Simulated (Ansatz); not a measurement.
# What isotropic strain +3.48 % does to TiB2

Consider TiB$_{2}$ (space group P6/mmm, No. 191; a = 3.032 Å, c = 3.224 Å; relaxed with 0.1 eV smearing).

It is then changed as follows: the cell is scaled by 1.0348 in all directions; the atoms relax in the strained cell.

The values are results of Ansatz (a quantum-chemistry and plane-wave program) PBE, spin-orbit coupling left out, earlier PAW set, not measurements. Settings: 22×22×18 k-points, 0.1 eV Fermi–Dirac smearing.

```tsv
quantity	base	changed	shift
volume per atom	8.56 Å³	9.48 Å³	+0.92 Å³
space group	P6/mmm (No. 191)	P6/mmm (No. 191)	–
shortest interatomic distance	3.308 bohr	3.423 bohr	+0.115 bohr
energy relative to the base (free energy F)	0 meV/atom	+67 meV/atom	+67 meV/atom
pressure (mean of the normal stresses, compression positive)	0.0 GPa	-21.5 GPa	-21.5 GPa
band gap	zero	zero	–
```

Final structure:

```xyz
3
Lattice="3.1378 0.0000 0.0000 -1.5689 2.7174 0.0000 0.0000 0.0000 3.3359" Properties=species:S:1:pos:R:3 pbc="T T T"
Ti     0.0000     0.0000     0.0000
B      0.0000     1.8116     1.6680
B      1.5689     0.9058     1.6680
```

Whether these cells are dynamically stable was not tested. All final runs are without spin polarisation.
